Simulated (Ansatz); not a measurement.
Levels about the gap of amorphous Si₇₂O₁₅₀H₁₂ (234 atoms in a cell of 3379 Å³, 2.18 g/cm³; zone centre alone, so wide bands show as single levels with stretches between that a denser mesh fills), at the geometry that PBE relaxed, where it gives 0.0 GPa on a denser mesh. The participation number counts the atoms over which a state spreads; weights are charges in smoothed Voronoi cells. The levels come from a single point, so bond lengths are those of that geometry. Method of the levels: PBE, scalar-relativistic without spin-orbit coupling (Ansatz, a first-principles code). Sampling: the zone centre alone; Fermi-Dirac width 0.02 eV; no spin polarisation. At PBE the levels at the filled edge of the gap are localised (band-tail or defect states), and the nearest spread-out levels lie 5.2 eV apart at the zone centre.

It comes from a melt-quench run on a machine-learned potential (CHGNet), relaxed afterwards by DFT. O atoms were pushed apart under 1.9 Å during the dynamics, to hinder bonds among them. The hot cell started wider than the set density and was brought back towards it in steps. It is the lowest in DFT energy of 8 quenches. It is a model cell: composition and starting density were chosen by hand, and all elements were melted together. No dispersion term was used. Its density started from a set value of 2.15 and ended at 2.18 g/cm³. The simulated quench (nominally 780 K/ps over its main leg) is rapid and tends to freeze in more defects than a deposited or slowly cooled glass has. A cell of this size samples the disorder only roughly. Volume and shape were free in the relaxation.

| E - E(highest filled), eV | filling | participation number | largest on | weight O | weight Si | weight H |
|---|---|---|---|---|---|---|
| -1.22 | filled | 8.1 | O, 2 neighbours | 0.89 | 0.05 | 0.05 |
| -1.13 | filled | 4.6 | O, 2 neighbours | 0.91 | 0.04 | 0.05 |
| -0.72 | filled | 2.1 | O, 2 neighbours | 0.90 | 0.04 | 0.05 |
| -0.58 | filled | 1.7 | O, 1 neighbours | 0.89 | 0.07 | 0.03 |
| -0.30 | filled | 1.6 | O, 1 neighbours | 0.92 | 0.06 | 0.02 |
| -0.03 | filled | 2.1 | O, 1 neighbours | 0.89 | 0.06 | 0.05 |
| 0.00 | filled | 2.1 | O, 1 neighbours | 0.89 | 0.06 | 0.06 |
| 3.43 | empty | 118.4 | Si, 4 neighbours | 0.66 | 0.30 | 0.04 |
| 4.14 | empty | 43.6 | Si, 4 neighbours | 0.61 | 0.37 | 0.03 |
| 4.20 | empty | 42.6 | Si, 4 neighbours | 0.61 | 0.35 | 0.04 |
| 4.46 | empty | 89.4 | Si, 4 neighbours | 0.64 | 0.33 | 0.03 |
| 4.52 | empty | 79.2 | Si, 4 neighbours | 0.65 | 0.30 | 0.05 |
| 4.62 | empty | 153.6 | O, 2 neighbours | 0.68 | 0.29 | 0.03 |
| 4.76 | empty | 115.7 | O, 2 neighbours | 0.67 | 0.29 | 0.04 |

Most localised among these is the filled level at -0.30 eV, on a O atom, which has 1 neighbours (Si 1.55 Å).
